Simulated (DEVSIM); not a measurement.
System: Ti/Si3N4/p-Si capacitor, at 300 K.

| layer (left to right) | material | thickness (nm) | Na (cm⁻³) |
|---|---|---|---|
| 1 | Si3N4 | 12.0 | - |
| 2 | Si | 1500 | 1.4e17 |

Metal gate on the left, work function 4.33 eV. Fixed charge at the semiconductor interface 2e12 cm⁻² (in units of +e); no interface traps.

The device is made up for the run: typed textbook-type constants, with dimensions and the other settings drawn at random. Values at 300 K.

| parameter | Si3N4 | Si |
|---|---|---|
| gap (eV) | 5.1 | 1.124 |
| affinity (eV) | 2.1 | 4.05 |
| permittivity | 7.5 | 11.7 |
| Nc (cm⁻³) | - | 2.86e19 |
| Nv (cm⁻³) | - | 3.1e19 |

DEVSIM, 1D Poisson equation in equilibrium, Boltzmann statistics, complete ionisation; no quantum confinement or tunnelling. Metal contacts follow the ideal Schottky-Mott rule: no Fermi-level pinning, no interface dipoles.

The Si3N4 thickness was swept, all else fixed.

```tsv
Si3N4 thickness (μm)	flat-band voltage (V)	threshold voltage (band bending 2φF) (V)	minimum of the low-frequency capacitance (μF/cm²)	capacitance of the dielectric stack (μF/cm²)
0.0048	-0.94	0.05	0.120	1.38
0.0066	-1.02	0.02	0.115	1.01
0.0084	-1.11	-0.01	0.113	0.791
0.01	-1.19	-0.04	0.109	0.664
0.012	-1.28	-0.08	0.105	0.553
0.014	-1.38	-0.11	0.103	0.474
```

From the first row to the last the flat-band voltage goes from -0.94 to -1.38. From the first row to the last the threshold voltage (band bending 2φF) goes from 0.05 to -0.11.
